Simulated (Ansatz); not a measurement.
Base system: SiO2 in the CdI2 type structure (space group P-3m1, No. 164; a = 2.670 Å, c = 4.509 Å; a hypothetical phase, not in the database extracts checked; layered, stacked along the Cartesian z axis).

The change: cell and atoms relaxed at a pressure of 30 GPa.

Levels (all Ansatz, an electronic-structure program, PAW, earlier PAW set): PBEsol-D3(BJ) (420 eV, without spin-orbit coupling); r2SCAN (500 eV, scalar-relativistic without spin-orbit coupling); HSE06 (420 eV, without spin-orbit coupling); PBEsol+SOC (420 eV, spin-orbit coupling included); HSE06+SOC (420 eV, spin-orbit coupling included).

One geometry, relaxed with PBEsol-D3(BJ), under each level:

| level | band gap | lowest conduction level above the VBM at special points | electron mass |
|---|---|---|---|
| PBEsol-D3(BJ) | 6.79 eV | Γ 6.79 eV; M 7.36 eV; A 8.13 eV; L 8.14 eV | 0.74 mₑ along c, 0.39 mₑ across (at Γ) |
| r2SCAN | ___ | ___ | ___ |
| HSE06 | 8.95 eV | Γ 8.95 eV; M 9.51 eV; A 10.38 eV | – |
| PBEsol+SOC | 6.79 eV | Γ 6.79 eV; M 7.36 eV; A 8.12 eV; L 8.14 eV | 0.74 mₑ along c, 0.39 mₑ across (at Γ) |
| HSE06+SOC | 8.95 eV | Γ 8.95 eV; M 9.51 eV; A 10.38 eV | – |

Problem. Give the withheld r2SCAN results.

Solution. 
- r2SCAN, band gap: 7.79 eV
- r2SCAN, lowest conduction level above the VBM at special points: Γ 7.79 eV; M 8.50 eV; A 9.19 eV; L 9.27 eV
- r2SCAN, electron mass: 0.73 mₑ along c, 0.39 mₑ across (at Γ)

Single points use the geometry relaxed with PBEsol-D3(BJ). Their cutoffs differ, which shifts pressures a little. HSE06 gaps are upper bounds (no full band path). Differences between runs with and without spin-orbit coupling are approximate. Load acts through the strain it causes; cell and atoms are relaxed under it. Effective masses come from finite differences of ±0.01 Å⁻¹. Whether these cells are dynamically stable was not tested. Competing high-pressure phases were not computed.
